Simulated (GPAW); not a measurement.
**How far to go with shifted k-point meshes: Al (Fm-3m, 1 atom in the cell)**

```
CELL_PARAMETERS angstrom
      0.00000     2.03107     2.03107
      2.03107     0.00000     2.03107
      2.03107     2.03107     0.00000
ATOMIC_POSITIONS crystal
  Al 0.00000 0.00000 0.00000
```

Level of theory: PBEsol, GPAW PAW datasets PBEsol (made by gpaw-setup) (plane waves; GPAW).

Base settings: mode = pw; ecut = 600 eV; xc = PBEsol; kpts = 14 14 14; mesh shift (steps) = 0 0 0; occupations.name = methfessel-paxton; occupations.width = 0.1 eV; occupations.order = 0; nbands = -5; convergence.forces = 0.001 eV/Å.

In this ladder: kpts_shift = 0.5 0.5 0.5.

Only quantities that move along the ladder and can be compared are tabulated.

The count of work is k-points × plane waves × bands × iterations; it is no time. Core times come from one kind of shared machine, to one figure; runs under 30 s give none.

The starting cell has typed, rounded lattice constants, without a prior relaxation at this level. Its lattice was rescaled by up to half a per cent.

```tsv
kpts	free energy less the last step's (meV/atom)	pressure (GPa)	count of work / last	core time / last (rough)
2 2 2	189.08	-0.35	0.00043	–
3 3 3	-115.02	-2.75	0.0017	–
4 4 4	49.38	-2.30	0.0024	–
5 5 5	40.29	-2.78	0.0042	–
6 6 6	7.73	-2.59	0.0061	–
7 7 7	15.07	-3.06	0.0096	–
8 8 8	-3.73	-2.76	0.013	–
9 9 9	0.84	-2.59	0.018	–
10 10 10	-2.54	-2.61	0.024	–
11 11 11	-4.03	-2.53	0.032	–
12 12 12	1.43	-2.53	0.040	–
13 13 13	-0.31	-2.48	0.055	–
15 15 15	0.76	-2.46	0.075	0.07
18 18 18	-0.78	-2.52	0.12	0.10
22 22 22	0.15	-2.56	0.22	0.2
27 27 27	0.02	-2.53	0.40	0.5
30 30 30	0.04	-2.54	0.54	0.6
37 37 37	0.00	-2.54	1.0	1
```

Coarsest kpts that holds the free energy within 5 meV/atom of the last step, with all finer ones: 8 8 8, at 0.013 of the last step's count of work; the step before is off by 15 meV/atom.

Coarsest kpts that holds the pressure within 0.1 GPa of the last step, with all finer ones: 9 9 9, at 0.018 of the last step's count of work; the step before is off by 0.22 GPa.
